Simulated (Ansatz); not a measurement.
The starting structures come from a database of crystals and need not be the phases stable at ambient conditions.

The decay constant κ of evanescent states in the gap governs leakage through a thin film.

Input:

```yaml
crystal:
  lattice:
    - [5.75153, 0.00000, 0.00000]
    - [0.00000, 9.96357, 0.00000]
    - [0.00000, 3.33795, 4.70892]
  atoms:
    - { symbol: Sr, position: [0.51064, 0.74896, 0.75375] }
    - { symbol: Sr, position: [0.48936, 0.25104, 0.24625] }
    - { symbol: Sr, position: [0.01064, 0.75104, 0.24625] }
    - { symbol: Sr, position: [0.98936, 0.24896, 0.75375] }
    - { symbol: Sc, position: [0.50000, 0.50000, 0.50000] }
    - { symbol: Sc, position: [0.00000, 0.00000, 0.50000] }
    - { symbol: Sb, position: [0.00000, 0.50000, 0.00000] }
    - { symbol: Sb, position: [0.50000, 0.00000, 0.00000] }
    - { symbol: O, position: [0.77276, 0.52843, 0.23199] }
    - { symbol: O, position: [0.22724, 0.47157, 0.76801] }
    - { symbol: O, position: [0.27276, 0.97157, 0.76801] }
    - { symbol: O, position: [0.72724, 0.02843, 0.23199] }
    - { symbol: O, position: [0.76262, 0.97329, 0.80063] }
    - { symbol: O, position: [0.23738, 0.02671, 0.19937] }
    - { symbol: O, position: [0.26262, 0.52671, 0.19937] }
    - { symbol: O, position: [0.73738, 0.47329, 0.80063] }
    - { symbol: O, position: [0.99498, 0.74390, 0.70310] }
    - { symbol: O, position: [0.00502, 0.25610, 0.29690] }
    - { symbol: O, position: [0.49498, 0.75610, 0.29690] }
    - { symbol: O, position: [0.50502, 0.24390, 0.70310] }
```

Space group of this cell: P2_1/c. The cell is taken as given; by r2SCAN its mean pressure is -5.4 GPa.

Transport runs along the normal of the first two printed cell vectors.

The gap is the functional's own, uncorrected, and κ follows it; spin-orbit coupling is left out. Mid-gap values are interpolated between the computed energies.

Estimate the band gap and the smallest decay constant κ at mid-gap that r2SCAN (Ansatz, a quantum-chemistry and plane-wave program) returns for this system.

Gap 4.14 eV on a 6×4×6 mesh; κ = 0.366 1/Å, at the zone centre.
